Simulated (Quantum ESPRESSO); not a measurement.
## Short convergence ladders for Au (P-1, 2 atoms in the cell)

```
CELL_PARAMETERS angstrom
      2.82957     0.00000     0.00000
     -0.01302     2.83428     0.00000
     -1.14359    -1.19134     4.94864
ATOMIC_POSITIONS crystal
  Au 0.33124 0.33829 0.73604
  Au 0.67286 0.66596 0.27406
```

Base method: LDA (PZ), GBRV 1.5 ultrasoft (LDA) pseudopotentials (plane waves; Quantum ESPRESSO).

Base settings: ecutwfc = 40 Ry; ecutrho = 320 Ry; occupations = smearing; smearing = gaussian; degauss = 0.0073499 Ry; potentials = {Au: au_lda_v1.uspp.F.UPF}; K_POINTS = automatic 4 4 3 0 0 0; conv_thr = 1e-10 Ry; mixing_beta = 0.4.

The count of work is k-points × plane waves × bands × iterations; it is no time. Core times come from one kind of shared machine, to one figure; runs under 30 s give none.

**The cutoff for other potential files**

Level: DFT, LDA (PZ), plane waves, PSlibrary PAW (LDA) pseudopotentials.

In this ladder: pseudopotentials = {Au: Au.pz-n-kjpaw_psl.1.0.0.UPF}. Moved along: ecutrho.

The second cell is the first with its lattice scaled by 0.98.

The mesh stays at the base's, so the ladder's end is converged at best in this setting alone.

Only quantities that move along the ladder and can be compared are tabulated.

| ecutwfc | free energy less the last step's (meV/atom) | energy of the compressed cell less the first (meV/atom) | pressure (GPa) | largest difference of a force vector from the last step's (eV/Å) | count of work / last |
|---|---|---|---|---|---|
| 22 Ry | 159.20 | -68.66 | -19.37 | 0.092 | 0.090 |
| 28 Ry | 63.99 | -74.71 | -14.34 | 0.011 | 0.17 |
| 35 Ry | 17.40 | -77.18 | -14.53 | 0.003 | 0.21 |
| 42 Ry | 6.61 | -77.23 | -13.76 | 0.001 | 0.30 |
| 50 Ry | 4.38 | -77.38 | -13.87 | 0.000 | 0.30 |
| 60 Ry | 1.20 | -77.40 | -13.78 | 0.000 | 0.47 |
| 75 Ry | 0.58 | -77.41 | -13.78 | 0.000 | 0.55 |
| 100 Ry | 0.00 | -77.43 | -13.76 | 0.000 | 1.0 |

Coarsest ecutwfc that holds the pressure within 0.5 GPa of the last step, with all finer ones: 42 Ry, at 0.30 of the last step's count of work; the step before is off by 0.77 GPa.

Coarsest ecutwfc that holds the energy of the compressed cell less the first within 1 meV/atom of the last step, with all finer ones: 35 Ry, at 0.21 of the last step's count of work; the step before is off by 2.7 meV/atom.

Coarsest ecutwfc that holds the free energy within 5 meV/atom of the last step, with all finer ones: 50 Ry, at 0.30 of the last step's count of work; the step before is off by 6.6 meV/atom.

The energy difference between the two cells stays within 1 meV/atom of the last step's from 35 Ry on, the total only from 75 Ry on: much of the error is common to both cells and cancels.

At the lowest cutoff the pressure lies 5.6 GPa under the last step's, the usual sign of Pulay stress in an incomplete plane-wave basis.

**The relaxed cell against the cutoff**

On Au (P-1, 2 atoms in the cell): atoms on their sites.

In this ladder: calculation = vc-relax; tprnfor = default; tstress = default. Moved along: ecutrho.

The mesh stays at the base's, so the ladder's end is converged at best in this setting alone.

Only quantities that move along the ladder and can be compared are tabulated.

```csv
ecutwfc,relaxed volume (Å³/atom),relaxation steps,core time / last (rough)
20 Ry,16.666,18,0.07
24 Ry,17.195,25,0.2
28 Ry,17.256,28,0.2
34 Ry,17.255,28,0.3
40 Ry,17.255,28,0.4
60 Ry,17.255,28,0.7
80 Ry,17.259,28,1
```

Coarsest ecutwfc that holds the relaxed volume within 0.017 Å³/atom of the last step, with all finer ones: 28 Ry, at about 0.2 of the last step's time; the step before is off by 0.064 Å³/atom.

At the lowest cutoff the cell relaxes to a volume 3.4 % smaller than at the highest.

On the base run: the starting cell comes from a database of computed structures (which also holds hypothetical and non-ambient phases and stackings), without a prior relaxation at this level. Its lattice was rescaled by up to half a per cent. One atom was moved a little off its site on purpose. Without a gap this mesh is coarse (it stands for a supercell whose shortest vector is 11 Å).
